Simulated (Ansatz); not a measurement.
Alloy series in hypothetical rock salt PdGe

Take PdGe in the rock salt structure (space group Fm-3m, No. 225; a = 5.1661 Å; a hypothetical phase, not in the database extracts checked) as the base.

The other end (x = 1) is SnPd in the rock salt structure (space group Fm-3m, No. 225; a hypothetical phase, not in the database extracts checked): 20.70 Å³/atom, gap zero; this end may not be an ambient phase.

Sn replaces a fraction x of Ge; each row is one arrangement (x, atoms in the cell, starting space group or random), fully relaxed.

The values are results of Ansatz (a first-principles code), r2SCAN, PAW, cutoff 500 eV, no spin-orbit coupling, not measurements.

Notes on the quantities. mixing energy: to 0.01 eV only: unlike meshes or grids; against an end that may be hypothetical.

| case | mixing energy | volume per atom |
|---|---|---|
| base | – | 17.23 Å³ |
| x(Sn) = 0.25, 8 atoms, P4/mmm | [?] | [?] |
| x(Sn) = 0.333, 6 atoms, Immm | -0.04 eV/atom | 18.00 Å³ |
| x(Sn) = 0.5, 4 atoms, R-3m | -0.09 eV/atom | 18.11 Å³ |
| x(Sn) = 0.667, 6 atoms, P-3m1 | -0.07 eV/atom | 18.22 Å³ |
| x(Sn) = 0.75, 8 atoms, I4/mmm | +0.01 eV/atom | [?] |
| x(Sn) = 0.75, 8 atoms, Cmmm | -0.04 eV/atom | [?] |

Q: What belongs in the blanks?

A: 
- x(Sn) = 0.25, 8 atoms, P4/mmm, mixing energy: +0.02 eV/atom
- x(Sn) = 0.25, 8 atoms, P4/mmm, volume per atom: 18.20 Å³
- x(Sn) = 0.75, 8 atoms, I4/mmm, volume per atom: 19.96 Å³
- x(Sn) = 0.75, 8 atoms, Cmmm, volume per atom: 19.52 Å³

Each cell is one ordered arrangement of few atoms, which overstates ordering effects compared with a random alloy. Whether these cells are dynamically stable was not tested. All final runs are without spin polarisation. Under x(Sn) = 0.333, 6 atoms, Immm, x(Sn) = 0.5, 4 atoms, R-3m and x(Sn) = 0.667, 6 atoms, P-3m1 and more the cell changed shape so far that it is another structure.
